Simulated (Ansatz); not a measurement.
Corundum In2O3 (high-pressure phase) was calculated with r²SCAN (plane waves, PAW; Ansatz, an electronic-structure program).

Numerical settings: plane-wave cutoff 560 eV, 8×8×8 k mesh, Fermi–Dirac smearing 0.01 eV, scalar-relativistic PAW data made under PBE.

Cell (relaxed at this level):

```cif
data_In4O6
_chemical_formula_sum 'In4 O6'
_space_group_name_H-M_alt 'P 1'
_space_group_IT_number 1
_cell_length_a 5.80351
_cell_length_b 5.80351
_cell_length_c 5.80351
_cell_angle_alpha 56.666
_cell_angle_beta 56.666
_cell_angle_gamma 56.666
loop_
_space_group_symop_operation_xyz
  'x, y, z'
loop_
_atom_site_label
_atom_site_type_symbol
_atom_site_fract_x
_atom_site_fract_y
_atom_site_fract_z
_atom_site_occupancy
In1 In 0.64293 0.64293 0.64293 1
In2 In 0.35707 0.35707 0.35707 1
In3 In 0.85707 0.85707 0.85707 1
In4 In 0.14293 0.14293 0.14293 1
O1 O 0.04658 0.75000 0.45342 1
O2 O 0.95342 0.25000 0.54658 1
O3 O 0.45342 0.04658 0.75000 1
O4 O 0.54658 0.95342 0.25000 1
O5 O 0.75000 0.45342 0.04658 1
O6 O 0.25000 0.54658 0.95342 1
```

Problem. Estimate the band gap and smallest direct gap on the k points sampled that the calculation returns.

Solution. 
- band gap: 1.80 eV
- smallest direct gap on the k points sampled: 1.83 eV

Spin–orbit coupling is not included.
